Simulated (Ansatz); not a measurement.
The cell is made up: elements placed on another compound's structure type, so the phase may be hypothetical.

The decay constant κ of evanescent states in the gap governs leakage through a thin film.

Input:

```yaml
crystal:
  lattice:
    - [6.24874, 0.00000, 0.00000]
    - [0.00000, 8.83705, 0.00000]
    - [0.00000, 4.41853, 4.41853]
  atoms:
    - { symbol: Cd, position: [0.50000, 0.75000, 0.25000] }
    - { symbol: Cd, position: [0.00000, 0.50000, 0.75000] }
    - { symbol: Cd, position: [0.00000, 0.50000, 0.25000] }
    - { symbol: Cd, position: [0.50000, 0.25000, 0.75000] }
    - { symbol: Cd, position: [0.25000, 0.00000, 0.50000] }
    - { symbol: Cd, position: [0.75000, 0.00000, 0.50000] }
    - { symbol: O, position: [0.00000, 0.75000, 0.75000] }
    - { symbol: O, position: [0.50000, 0.00000, 0.25000] }
    - { symbol: O, position: [0.50000, 0.00000, 0.75000] }
    - { symbol: O, position: [0.00000, 0.25000, 0.25000] }
    - { symbol: O, position: [0.25000, 0.50000, 0.50000] }
    - { symbol: O, position: [0.75000, 0.50000, 0.50000] }
```

Space group of this cell: Pm-3n. The cell was relaxed by PBE-D3(BJ); by PBEsol its mean pressure is -2.1 GPa.

Transport runs along the normal of the first two printed cell vectors.

No gap correction and no spin-orbit coupling; mid-gap values are interpolated between computed energies.

Problem. Compute, with PBEsol in Ansatz (a first-principles code), the band gap and the smallest decay constant κ at mid-gap.

Solution. Gap 0.26 eV on a 8×8×8 mesh; κ = 0.035 1/Å, at the zone centre.
